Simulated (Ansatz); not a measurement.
A computed series for hypothetical rock salt WGe: pressure series

Start from WGe in the rock salt structure (space group Fm-3m, No. 225; a = 5.0979 Å; a hypothetical phase, not in the database extracts checked).

Cell and atoms are relaxed at each pressure.

Computed with DFT with PBEsol, PAW potentials and a 420 eV plane-wave cutoff in Ansatz (a first-principles code), scalar-relativistic without spin-orbit coupling, earlier PAW set.

Notes on the quantities. enthalpy: H = E + PV relative to the base's energy.

```
variant            lattice parameter a       enthalpy
-----------------  -------------------  -------------
base                           5.098 Å              –
pressure −2 GPa                5.116 Å  -0.21 eV/atom
pressure −1 GPa                5.107 Å  -0.10 eV/atom
pressure 0.9 GPa               5.090 Å  +0.09 eV/atom
pressure 2.1 GPa               5.080 Å  +0.22 eV/atom
pressure 4.5 GPa               5.060 Å  +0.46 eV/atom
pressure 9 GPa                 5.025 Å  +0.91 eV/atom
pressure 15 GPa                4.983 Å  +1.50 eV/atom
pressure 22.5 GPa              4.937 Å  +2.21 eV/atom
pressure 30 GPa                4.896 Å  +2.90 eV/atom
```

Load acts through the strain it causes; cell and atoms are relaxed under it. Whether these cells are dynamically stable was not tested. Competing high-pressure phases were not computed. The final runs are not spin-polarised. WGe has a high density of states at the Fermi level and may be magnetic at this level.
